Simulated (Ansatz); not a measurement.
The parent structure is C in the diamond structure (space group Fd-3m, No. 227; a = 3.560 Å). Axes: x, y, z lie along the cube axes.

Method: r2SCAN, PAW, 500 eV (Ansatz, a first-principles code; no SOC).

Before the change:

The valley order is a point along ⟨100⟩, about 1.3 Å⁻¹ from Γ 4.36 eV.

It is then changed as follows: uniaxial stress, 5 GPa compression along x; all other stress components relax to zero.

What happens to the valley order?

The valley order (the lowest conduction-band minima on the path, energy above the VBM, named in the base's zone) becomes a point along [100], about 1.3 Å⁻¹ from Γ 4.23 eV; a point along [001], about 1.3 Å⁻¹ from Γ 4.36 eV (base: a point along ⟨100⟩, about 1.3 Å⁻¹ from Γ 4.36 eV).

Estimate the effect on the strain response.

The strain response (xx, yy, zz) comes out as (−0.46, +0.05, +0.05) %.

The levels and masses belong to the bands next to the band gap. Beyond what the load breaks, stability against distortions was not tested.
